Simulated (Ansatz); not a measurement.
Adsorption energy and surface dipole of Cl on the 1x1 (0001) surface of hcp Ru, one in a 3x3 cell, started at the site 'hollow Ru-Ru-Ru over Ru at depth 2.1 Å', worked from the runs' numbers; total energies count from the potentials' own zero.

Calculation: PBE (plane waves to 420 eV, PAW; Ansatz, an electronic-structure program).

Slab: 37 atoms, 6.3 Å thick at the start under the adsorbate (thin: gaps and levels are the slab's own); k 4x4x1, smearing 0.1 eV, dipole-corrected; 18 atoms held, the rest relaxed; held to the start's symmetry, so lower structures may exist; no spin, no spin-orbit, no U, no dispersion correction. At the end it is bonded to 3 Ru. In PBE this state lies 0.04 eV over the lowest of the starts that converged ('bridge Ru-Ru (span 2.7 Å)').

```json
[
 {"quantity": "slab with the adsorbate", "value": "-212695.454 eV"},
 {"quantity": "clean slab, same cell and mesh", "value": "-211613.688 eV"},
 {"quantity": "reference, ½ Cl2(g)", "value": "-1079.444 eV"},
 {"quantity": "area of the cell", "value": "57.72 Å²"},
 {"quantity": "change of the step from the bottom to the top vacuum level", "value": "-0.112 eV"}
]
```

### Question
What is the adsorption energy against this reference?

### Answer
E(slab + adsorbate) − E(slab) − E(reference) = -2.32 eV, so in this state the adsorbate is more stable than in the reference, at a coverage of 1.73 a nm².

### Question
What dipole does adsorption add to the slab along the outward normal (Helmholtz relation, ε₀ = 0.005526 e/(V·Å))?

### Answer
p = −ε₀·A·ΔV = 0.036 e·Å = 0.17 D; its positive end points to the vacuum, which lowers the vacuum level.
